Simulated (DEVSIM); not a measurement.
Device: abrupt CdTe p-n junction, at 300 K.

Layer 1 from the left is CdTe, thickness (μm) 0.150, Na (cm⁻³) 3.2e17, τn (s) 7.9e-10, τp (s) 7.9e-10. Layer 2 from the left is CdTe, thickness (μm) 15.0, Nd (cm⁻³) 1.4e15, τn (s) 7.9e-10, τp (s) 7.9e-9.

Left contact: ohmic. Right contact: ohmic. Voltage is applied to the left contact. Recombination: SRH at mid-gap, radiative, Auger. Mobility is constant in doping.

Constants are typed, rounded textbook-type inputs, not results; the design itself was drawn at random and stands for no fabricated device. Values at 300 K.

CdTe: gap (eV) 1.5, affinity (eV) 4.28, permittivity 10.2, Nc (cm⁻³) 8e17, Nv (cm⁻³) 1.8e19, μn (cm²/Vs) 1000, μp (cm²/Vs) 80, B (cm³/s) 1e-10, Cn (cm⁶/s) 1e-30, Cp (cm⁶/s) 1e-30.

Simulated with DEVSIM: 1D drift-diffusion, Boltzmann statistics, complete ionisation; no tunnelling, impact ionisation, image-force lowering or self-heating.

Q: What does the simulation give for the dark forward voltage at 100 A/cm², the potential step across the device at zero bias, the largest field in the device at zero bias?

A: dark forward voltage at 100 A/cm² 1.658 V; potential step across the device at zero bias 1.232 V; largest field in the device at zero bias 38000 V/cm.
